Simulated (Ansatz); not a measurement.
The parent structure is GaN in the CsCl type structure (space group Pm-3m, No. 221; a = 2.703 Å; a hypothetical phase, not in the database extracts checked; relaxed with 0.1 eV smearing). Axes: x, y, z lie along the cube axes.

Now apply this change: the cell is stretched by 4.02 % along z with no lateral relaxation; the atoms relax in the strained cell.

Levels (all Ansatz, a quantum-chemistry and plane-wave program, PAW): PBEsol (420 eV, spin-orbit coupling left out); r2SCAN (500 eV, no spin-orbit coupling).

The geometry is relaxed with PBEsol.

| Quantity | Result |
|---|---|
| PBEsol pressure | -5.8 GPa |

With r2SCAN at the same geometry, the pressure drops by 0.64 GPa (-5.8 GPa → -6.5 GPa).

Single points use the geometry relaxed with PBEsol. Their cutoffs differ, which shifts pressures a little. Stability against distortions was not tested. All final runs are without spin polarisation.
